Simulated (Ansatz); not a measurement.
Response to strain in BN

Start from BN in the zinc blende structure (space group F-43m, No. 216; a = 3.581 Å). Axes: x, y, z lie along the cube axes.

Strains are applied to the cell and any free atomic positions relax; under biaxial strain the out-of-plane vector relaxes too.

Computed with Ansatz (an electronic-structure program) LDA, no SOC.

| biaxial strain, plane normal [001], relaxed out of plane (%) | band gap (eV) |
|---|---|
| -3 | 4.02 |
| -2.5 | ? |
| -2 | 4.14 |
| -1.5 | 4.21 |
| -1 | 4.27 |
| -0.5 | 4.33 |
| 0 | 4.39 |

### Question
Fit E_g = E₀ + Dε (ε in %) to the rows shown and predict the withheld row.

### Answer
Least squares on the printed values gives E₀ = 4.39 eV, D = 124 meV per % of strain (largest residual 0.00 eV); this predicts 4.08 eV, and the run gives 4.08 eV, in agreement.

No phonon test of stability was made.
